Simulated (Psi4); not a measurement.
Psi4 1.11, HF/def2-svp, scf_type pk: Ta(O)(F)3 ([O]=[Ta]([F])([F])[F]), 5 atoms. The geometry is a generated start, not checked to be a minimum at this level.

```json
{
  "task": "energy",
  "method": "scf",
  "basis": "def2-svp",
  "memory": "7 GB",
  "e_convergence": "1e-08",
  "d_convergence": "1e-07",
  "guess": "auto, which took SAD (default)",
  "diis_max_vecs": "10 (default)",
  "scf_initial_accelerator": "adiis (default)",
  "effective_core_potentials": "those of the basis set, past Kr",
  "basis_functions": "88"
}
```

```xyz
5

Ta     0.0127     0.0076    -0.0182
O      1.0515     0.5614    -1.2459
F      0.9878    -0.9318     1.2222
F     -1.2678    -1.0843    -0.7480
F     -0.7842     1.4471     0.7899
```
Charge 0, spin multiplicity 1.

The reference run uses exact four-centre integrals (scf_type = pk). Each setting ran once; only counts and results are compared.

Settings tried, all else as in the reference:
- scf_type = dfdirj+cosx, cosx_radial_points_final = 75, cosx_spherical_points_final = 302
- scf_type = cd, cholesky_tolerance = 0.0001 (default)
- scf_type = dfdirj+snlink
- scf_type = cd, cholesky_tolerance = 1e-06
- scf_type = dfdirj+link
- scf_type = cd, cholesky_tolerance = 1e-05
- scf_type = cd, cholesky_tolerance = 0.001
- scf_type = dfdirj+cosx, cosx_radial_points_final = 25, cosx_spherical_points_final = 50
- scf_type = dfdirj+cosx, cosx_radial_points_final = 50, cosx_spherical_points_final = 194
- scf_type = dfdirj+cosx
- scf_type = mem_df

Question: Which of these stay within 1.0 meV/atom in energy of the reference run?

Answer: Within it: scf_type = dfdirj+cosx, cosx_radial_points_final = 50, cosx_spherical_points_final = 194; scf_type = cd, cholesky_tolerance = 1e-06; scf_type = dfdirj+cosx, cosx_radial_points_final = 75, cosx_spherical_points_final = 302; scf_type = cd, cholesky_tolerance = 1e-05; scf_type = dfdirj+cosx; scf_type = cd, cholesky_tolerance = 0.0001 (default); scf_type = dfdirj+link; scf_type = dfdirj+snlink. Outside: scf_type = mem_df; scf_type = dfdirj+cosx, cosx_radial_points_final = 25, cosx_spherical_points_final = 50; scf_type = cd, cholesky_tolerance = 0.001.

| setting | energy against the reference |
|---|---|
| scf_type = dfdirj+cosx, cosx_radial_points_final = 50, cosx_spherical_points_final = 194 | −0.078 meV/atom |
| scf_type = cd, cholesky_tolerance = 1e-06 | −0.079 meV/atom |
| scf_type = dfdirj+cosx, cosx_radial_points_final = 75, cosx_spherical_points_final = 302 | −0.11 meV/atom |
| scf_type = cd, cholesky_tolerance = 1e-05 | −0.22 meV/atom |
| scf_type = dfdirj+cosx | −0.29 meV/atom |
| scf_type = cd, cholesky_tolerance = 0.0001 (default) | −0.41 meV/atom |
| scf_type = dfdirj+link | −0.42 meV/atom |
| scf_type = dfdirj+snlink | −0.43 meV/atom |
| scf_type = mem_df | +1.5 meV/atom |
| scf_type = dfdirj+cosx, cosx_radial_points_final = 25, cosx_spherical_points_final = 50 | +1.8 meV/atom |
| scf_type = cd, cholesky_tolerance = 0.001 | +9.6 meV/atom |

Total energies are compared; such shifts often cancel in part in energy differences. The DFDIRJ builders fit J, which adds its shift to that of exchange. Psi4 runs the final COSX grid once, on the density of the start grid. No test of the SCF solution's stability was run. Also tried and not ranked: scf_type = direct (same energy as a listed run); scf_type = cd, cholesky_tolerance = 0.01 (possibly another state). The tolerance is a choice made for this comparison.
